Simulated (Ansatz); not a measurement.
Data:

```yaml
crystal:
  lattice:
    - [-0.03024, 1.97102, 1.91350]
    - [2.01062, -0.01547, 1.89872]
    - [1.99398, 1.93960, 0.00118]
  atoms:
    - { symbol: Pt, position: [0.00000, 0.00000, 0.00000] }
```

No spin polarisation.

The values are results of DFT with r2SCAN, PAW potentials and a 500 eV plane-wave cutoff in Ansatz (an electronic-structure program), no spin-orbit coupling, not measurements. Settings: 20×20×20 k-points, 0.05 eV Fermi–Dirac smearing.

Question: What is the computed space group?

Answer: P-1 (No. 2).

Question: What band gap does the calculation give?

Answer: Zero.

Question: Predict the pressure (mean of the normal stresses, compression positive).

Answer: 4.2 GPa.

The cells carry an imposed strain or load. Whether these cells are dynamically stable was not tested. The final runs are not spin-polarised. The cell was made from Pt in the fcc (Cu type) structure (space group Fm-3m, No. 225) by this change: strain tensor (xx, yy, zz, yz, xz, xy) = (+2.40, −0.36, −3.28, +0.41, −0.35, −1.19) %.
